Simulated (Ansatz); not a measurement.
For CsCl-type ScAg, LDA in Ansatz (PAW) gives:

```
Item                         Value
------------------  --------------
lattice constant a         3.339 Å
formation enthalpy  -0.324 eV/atom
```

Question: What does PBEsol in Ansatz (plane waves, PAW) give for the same quantities?

Answer: 
- lattice constant a: 3.383 Å (increases by 1.3 %)
- formation enthalpy: -0.304 eV/atom (moves by +0.020 eV/atom)

For comparison: lattice constant a 3.412 Å (measured, temperature not stated, copied from a table, unchecked, not corrected to a static lattice; as tabulated in Transactions of the Metallurgical Society of Aime 224, 1082 (1962)).

Changes are worked out from the printed values.

Unless a cell is named, each level is at its own relaxed cell (LDA 18.62, PBEsol 19.36 Å³/atom).

Ansatz's density-functional and Hartree–Fock values are scalar-relativistic unless marked +SOC, with PAW data made under PBE.

Ansatz is a quantum-chemistry and plane-wave program.
